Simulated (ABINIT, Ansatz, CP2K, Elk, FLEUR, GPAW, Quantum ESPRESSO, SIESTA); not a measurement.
SnO (P4/nmm, 4 atoms in the cell) computed with different codes at matched settings

Self-consistent single point.

```yaml
crystal:
  lattice:
    - [3.79126, 0.00000, 0.00000]
    - [0.00000, 3.79126, 0.00000]
    - [0.00000, 0.00000, 4.82887]
  atoms:
    - { symbol: Sn, position: [0.50000, 0.00000, 0.76200] }
    - { symbol: Sn, position: [0.00000, 0.50000, 0.23800] }
    - { symbol: O, position: [0.50000, 0.50000, 0.00000] }
    - { symbol: O, position: [0.00000, 0.00000, 0.00000] }
```

All programs got the same cell, k-point mesh and kind of occupations (in Ansatz's words: kpoints.mp_grid.grid = 7 7 6; scf.occupations.method = fermi_dirac; scf.occupations.width = 0.02 eV); potentials, basis and cutoffs are each program's usual ones.

| code | model | pressure (GPa) | largest force (eV/Å) | gap on the mesh (eV) | k-points | cutoff |
|---|---|---|---|---|---|---|
| ABINIT | PBE, norm-conserving pseudopotentials (PseudoDojo nc-sr-05 PBE standard) | 5.07 | 0.477 | 0.232 | 40 | 1143 eV |
| FLEUR | PBE, all-electron FLAPW (FLEUR), scalar-relativistic valence | – | 0.408 | 0.230 | 40 | Kmax 4.4 1/bohr |
| SIESTA | GGA PBE, numerical atomic orbitals DZP, PseudoDojo PBE standard norm-conserving potentials (rewritten from UPF to PSML) | 6.71 | 0.906 | 0.241 | 151 | grid 300 Ry |
| GPAW | PBE, GPAW PAW datasets PBE (gpaw-data 1.0.1) | – | 0.424 | 0.232 | 40 | 900 eV |
| Ansatz | PBE, default PAW files | 4.67 | 0.483 | 0.226 | 40 | default |
| CP2K | PBE, GPW, DZVP-MOLOPT-SR-GTH basis, GTH-PBE potentials (GTH_POTENTIALS) | 8.17 | 0.859 | 0.171 | 148 | grid 450 Ry |
| Elk | PBE, all-electron FP-LAPW, Elk's shipped species files, default APW+lo basis | – | – | 0.264 | 40 | default |
| Quantum ESPRESSO | PBE, GBRV 1.5 ultrasoft (PBE) pseudopotentials | 5.24 | 0.527 | 0.242 | 40 | 40 Ry |

A dash marks a value that a program does not give, or that is left out as unsure.

Gaps are read on the mesh. Another mesh or the band path gives a smaller gap, so these values are not converged in the mesh.

The spread over the programs that give each value: pressure within 3.50 GPa; largest force within 0.498 eV/Å; gap on the mesh within 0.093 eV.

The starting cell has typed, rounded lattice constants, without a prior relaxation at this level. Its lattice was rescaled by a random factor within 2.5 % of one. On Ansatz's run: In the base run, with a pressure of about 5 GPa the cell is away from its equilibrium volume at this level.

Why do the programs differ, and what cannot be compared?

Differences of this kind can come from the potentials, where these differ, and from what each basis and cutoff leave unconverged. The valence holds different numbers of electrons (ABINIT 40, FLEUR 40, SIESTA 40, GPAW 40, Ansatz (a quantum-chemistry and plane-wave program) 40, CP2K 20, Quantum ESPRESSO 40). The zero of total energies and Fermi levels follows the potentials and each program's conventions, so they are not compared here. SIESTA and CP2K use small atom-centred bases, whose incompleteness enters pressures, forces and empty levels differently from a plane-wave cutoff. FLEUR and Elk treat all electrons, but the usual bases taken here (sphere radii, linearisation, local orbitals, empty states) were not tested for convergence, so the values are no reference for the others. Ansatz's pressure is given at a fixed set of plane waves, as the other plane-wave codes print theirs; with its correction for the finite basis it is 5.15 GPa (the shift of 0.48 GPa shows how far the cutoff is from converged). The pressure of GPAW is left out: its cutoff lies under the one at which its stress was checked. The programs reduce the same mesh by symmetry to different extents, which changes the work and not the result. In the pressure, SIESTA (by 1.64) and CP2K (by 3.09) lie more than 1 GPa from the median of the plane-wave programs. In the force vectors, SIESTA (by 0.426) and CP2K (by 0.379) lie more than 0.08 eV/Å from the median of the plane-wave programs.

Keys are those of Ansatz 0.2.
